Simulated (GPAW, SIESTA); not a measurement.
A GPAW input for a self-consistent single point of PdIn (Pm-3m, 2 atoms in the cell) (DFT PBEsol, plane waves, GPAW PAW datasets PBEsol (made by gpaw-setup)):

```python
from ase import Atoms
from ase.units import GPa
from gpaw import GPAW, PW, FermiDirac

atoms = Atoms(['In', 'Pd'],
              cell=[[3.281525, 0.000000, 0.000000],
                    [0.000000, 3.281525, 0.000000],
                    [0.000000, 0.000000, 3.281525]],
              positions=[[1.640762, 1.640762, 1.640762],
                         [0.000000, 0.000000, 0.000000]],
              pbc=True)

calc = GPAW(mode=PW(550),
            xc='PBEsol',
            kpts=(13, 13, 13),
            occupations=FermiDirac(0.136),
            nbands=-6,
            convergence={'density': 1e-05},
            symmetry={'symmorphic': False, 'tolerance': 0.0005},
            maxiter=150,
            txt='-')

atoms.calc = calc

energy = atoms.get_potential_energy()
print('Energy (eV):', round(energy, 6))
forces = atoms.get_forces()
print('Forces (eV/Ang):')
print(forces.round(5))
stress = atoms.get_stress()
print('Stress (GPa, Voigt):', (stress / GPa).round(4))
```

Question: Give the SIESTA input for the same structure, mesh, smearing and functional.

Answer: This is the input that was run; spellings and numerical settings could be chosen otherwise.

```
# files in the folder: In.psml Pd.psml (PseudoDojo PBEsol standard)
SystemName  PdIn
SystemLabel pdin

NumberOfAtoms                2
NumberOfSpecies              2
%block ChemicalSpeciesLabel
  1 49 In
  2 46 Pd
%endblock ChemicalSpeciesLabel
LatticeConstant              1.0 Ang
%block LatticeVectors
     3.281525000    0.000000000    0.000000000
     0.000000000    3.281525000    0.000000000
     0.000000000    0.000000000    3.281525000
%endblock LatticeVectors
AtomicCoordinatesFormat      Fractional
%block AtomicCoordinatesAndAtomicSpecies
     0.500000000    0.500000000    0.500000000  1
     0.000000000    0.000000000    0.000000000  2
%endblock AtomicCoordinatesAndAtomicSpecies

XC.functional                GGA
XC.authors                   PBEsol
PAO.BasisSize                DZP
PAO.EnergyShift              0.01 Ry
MeshCutoff                   300 Ry
%block kgrid.MonkhorstPack
   13   0   0  0.0
    0  13   0  0.0
    0   0  13  0.0
%endblock kgrid.MonkhorstPack
OccupationFunction           FD
ElectronicTemperature        136.0 meV

MaxSCFIterations             150
SCF.Mixer.Method             Pulay
SCF.Mixer.Weight             0.2
SCF.Mixer.History            6
SCF.DM.Tolerance             1.0E-05
Diag.ParallelOverK           true
WriteForces                  true
```

Basis settings and potentials, where a program has them, do not carry over. This input uses DFT, GGA PBEsol, numerical atomic orbitals DZP, PseudoDojo PBEsol standard norm-conserving potentials (rewritten from UPF to PSML). Both were run: pressure -4.10 GPa in GPAW and -3.83 in SIESTA.

On SIESTA: the starting cell has typed, rounded lattice constants, without a prior relaxation at this level. Its lattice was rescaled by a random factor within 2.5 % of one. Spin polarisation is off. Values carry the incompleteness of an atom-centred basis. With a pressure of about -4 GPa the cell is away from its equilibrium volume at this level.

On GPAW: the starting cell has typed, rounded lattice constants, without a prior relaxation at this level. Its lattice was rescaled by a random factor within 2.5 % of one. Spin polarisation is off. With a pressure of about -4 GPa the cell is away from its equilibrium volume at this level.
